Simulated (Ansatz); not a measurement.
## Amorphous Zr20O43Mo

The cell was made by melting and quenching with the CHGNet potential and then relaxed with DFT. O atoms were pushed apart under 1.9 Å during the dynamics, to hinder bonds among them. The hot cell started wider than the set density and was brought back towards it in steps. It is the lowest in DFT energy of 2 quenches. It is a model cell: composition and starting density were chosen by hand, and all elements were melted together. No dispersion term was used.

Methods: PBE, scalar-relativistic without spin-orbit coupling (Ansatz, a program for electronic structure); r2SCAN, scalar-relativistic without spin-orbit coupling (Ansatz); HSE06, scalar-relativistic without spin-orbit coupling (Ansatz). Geometry, pressure, stress and energy are those of the PBE run. Its sampling: a 2×2×2 Γ-centred mesh; Fermi-Dirac width 0.02 eV; no spin polarisation. Other functionals are single points at the zone centre (r2SCAN at 500 eV; exact exchange cut at the cell's faces), free to take moments where seeds were set. At PBE the levels at both edges of the gap are localised (band-tail or defect states), and the nearest spread-out levels lie 3.7 eV apart at the zone centre.

Number of atoms in the cell: 64
Density (volume relaxed, without dispersion): 5.46 g/cm³
Volume per atom: 12.39 Å^3
Pressure on a 2×2×2 Γ-centred mesh: 0.07 GPa
Largest force and stress component on that mesh (the relaxation ran on the zone centre alone): 0.14 eV/Å and 0.1 GPa
Gap between localised states on a 2×2×2 Γ-centred mesh (PBE): 2.08 eV
Gap between localised states at the zone centre (PBE): 2.15 eV
Gap between localised states at the zone centre (r2SCAN): 2.38 eV
Gap between localised states at the zone centre (HSE06): 3.39 eV

Neighbours within Zr-Zr 3.41 Å, Zr-O 2.66 Å, Zr-Mo 3.22 Å, O-O 1.58 Å, O-Mo 2.42 Å, Mo-Mo 3.04 Å count as bonded. Two cations that share two anions don't count as bonded, nor two that share one unless they lie closer than Zr-Zr 3.32 Å, Zr-Mo 3.14 Å, Mo-Mo 2.95 Å.

The mean coordination of Zr by anions is 6.70 (7 with 6, 12 with 7, 1 with 8) and the mean coordination of O is 3.26 (4 with 2, 24 with 3, 15 with 4). The mean coordination of Mo by anions comes out as 6.00 (1 with 6) and the mean Zr-O bond is 2.180 Å (spread 0.126 Å, 134 counted). The mean O-Mo bond is 1.949 Å (spread 0.144 Å, 6 counted).

Its density started from a set value of 5.23 g/cm³. Cooling (nominally 300 K/ps over its main leg) ran many orders faster than in experiment, which tends to leave more defects and strain. One small periodic cell is one sample of the glass; other quenches scatter about these values. Volume and shape were free in the relaxation. On a 2×2×2 Γ-centred mesh force components of up to 0.14 eV/Å stay, since the relaxation ran on the zone centre alone.
